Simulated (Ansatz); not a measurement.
Base system: Pd in the fcc (Cu type) structure (space group Fm-3m, No. 225; relaxed with 0.1 eV smearing).

```yaml
crystal:
  lattice:
    - [0.00000, 1.92070, 1.92070]
    - [1.92070, 0.00000, 1.92070]
    - [1.92070, 1.92070, 0.00000]
  atoms:
    - { symbol: Pd, position: [0.00000, 0.00000, 0.00000] }
```

Cartesian axes are those of the cell as printed.

Level of theory: Ansatz (a first-principles code), LDA, PAW, cutoff 420 eV, no spin-orbit coupling.

Now apply this change: uniaxial strain ε_zz = −1.00 %, all other strain components held at zero; the atoms relax in the strained cell.

Task: Predict the stress tensor and what it implies for the stiffness.

Result: Stress of the strained cell less that of the base (GPa, compression positive):
```
    2.1     0.0     0.0
    0.0     2.1     0.0
    0.0     0.0     2.8
```

Then −Δσ_ii/ε with ε = -0.0100 gives relaxed-ion elastic constants: C33 ≈ 282 GPa, C13 ≈ 209 GPa and C23 ≈ 209 GPa.

Whether these cells are dynamically stable was not tested. All final runs are without spin polarisation.
